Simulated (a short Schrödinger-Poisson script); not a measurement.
Structure: gated Al0.33Ga0.67N/GaN polarisation-induced gas, at 300 K.

| layer | material | thickness (nm) | Na (cm⁻³) |
|---|---|---|---|
| 1 | Al0.33Ga0.67N | 15 | - |
| 2 | GaN | 6000 | 3e15 |

Constants are typed, rounded textbook-type inputs, not results; the design itself was drawn at random and stands for no fabricated device. Al0.33Ga0.67N: permittivity 9.3, conduction-band edge (eV) 0.462, gap (eV) 4.09, electron mass (mₑ) 0.24, Nv at 300 K (cm⁻³) 4.6e19. GaN: permittivity 9.5, conduction-band edge (eV) 0, gap (eV) 3.43, Nv at 300 K (cm⁻³) 4.6e19.

Channel valleys (confinement mass, in-plane density-of-states mass, number): Γ 0.2, 0.2, 1. At the gate the conduction-band edge of layer 1 lies 1.27 eV − eVg above the Fermi level of the channel; the field vanishes at the back. Sheet of polarisation charge: +1.6e13 e/cm² at 15 nm from the gate. The barrier under the gate holds no holes. Gaps are held at their typed values at every temperature. Mesh 0.08 nm at interfaces.

From a short Schrödinger-Poisson script (our own, NumPy): 1D Poisson equation in equilibrium, electrons quantum, Hartree plus LDA exchange-correlation (BenDaniel-Duke, 40 states a valley, the channel's in-plane mass for all, wave functions free to enter the barrier), parabolic valleys, classical holes, full ionisation, no traps, pinning or gate leakage.

### Question
List the lowest subbands of each valley and their electrons at Vg = 0.5 V.

### Answer
| valley | subband | energy from the Fermi level (meV) | electrons (cm⁻²) | share (%) |
|---|---|---|---|---|
| Γ | 0 | -143.3 | 1.20e13 | 89.5 |
| Γ | 1 | 8.9 | 1.16e12 | 8.6 |
| Γ | 2 | 64.4 | 1.72e11 | 1.3 |

All electrons: 1.34e13 cm⁻².
